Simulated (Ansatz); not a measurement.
Take Ge in the diamond structure (space group Fd-3m, No. 227; a = 5.675 Å) as the base. Axes: x, y, z lie along the cube axes.

It is then changed as follows: tensile biaxial strain of 0.76 % in the plane normal to [110], as in epitaxy on a mismatched substrate; the out-of-plane cell vector and the atoms relax.

The values are results of r2SCAN/PAW in Ansatz (a program for electronic structure), no spin-orbit coupling, not measurements.

Task: Give the band edges at the high-symmetry points of the new zone, measured from its valence-band maximum.

Result: 
```csv
point,valence edge (eV),conduction edge (eV)
Γ,0.00,0.18
X,-3.12,0.90
F₂,-2.76,1.33
Σ₀,-2.76,1.33
Y₀,-2.67,1.47
U₀,-2.67,1.47
R,-1.52,0.29
W,-4.00,4.51
S,-1.44,0.39
T,-3.21,0.94
```

The gap is 0.18 eV, direct at Γ.

A biaxial case was relaxed in a doubled cell and then solved in the primitive one. No phonon test of stability was made. The real Ge has an indirect gap at ambient pressure; r2SCAN orders its close-lying valleys differently. The zero or small gap of Ge under biaxial strain +0.76 %, plane normal [110], relaxed out of plane can change with the level of theory. k-point labels follow each cell's own Brillouin zone.
